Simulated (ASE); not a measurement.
Total g(r) from a molecular-dynamics run. Method: the machine-learned potential CHGNet 0.3.0 in ASE.

```
r (Å) | g(r)
     1.02 |  0.00
     1.14 |  0.00
     1.26 |  0.00
     1.38 |  0.00
     1.50 |  0.00
     1.62 |  0.00
     1.74 |  0.00
     1.86 |  0.00
     1.98 |  0.01
     2.10 |  0.01
     2.22 |  0.05
     2.34 | ###### 0.63
     2.46 | ###################### 2.47
     2.58 | ############################## 3.39
     2.70 | #################### 2.27
     2.82 | ######### 0.98
     2.94 | ### 0.29
     3.06 | ## 0.18
     3.18 | # 0.08
     3.30 | # 0.08
     3.42 | # 0.11
     3.54 | ## 0.21
     3.66 | #### 0.42
     3.78 | ####### 0.74
     3.90 | ########## 1.12
     4.02 | ############## 1.62
     4.14 | ################ 1.84
     4.26 | ################# 1.96
     4.38 | ################ 1.84
     4.50 | ############### 1.75
     4.62 | ############## 1.54
     4.74 | ############ 1.41
     4.86 | ############ 1.33
     4.98 | ########### 1.20
     5.10 | ########## 1.13
     5.22 | ######## 0.90
     5.34 | ###### 0.73
     5.46 | ##### 0.59
     5.58 | #### 0.47
     5.70 | #### 0.47
     5.82 | ##### 0.53
     5.94 | ##### 0.59
```

Q: Which system gave this curve?
A) GaN (zinc blende; a metastable form), crystal, 1033 K
B) GaN (zinc blende; a metastable form), crystal, 290 K
C) AlN (wurtzite), crystal, 299 K
D) InP (zinc blende), crystal, 954 K (so hot that an open crystal may lose its volatile element)

A: D, InP (zinc blende), crystal, 954 K (so hot that an open crystal may lose its volatile element)
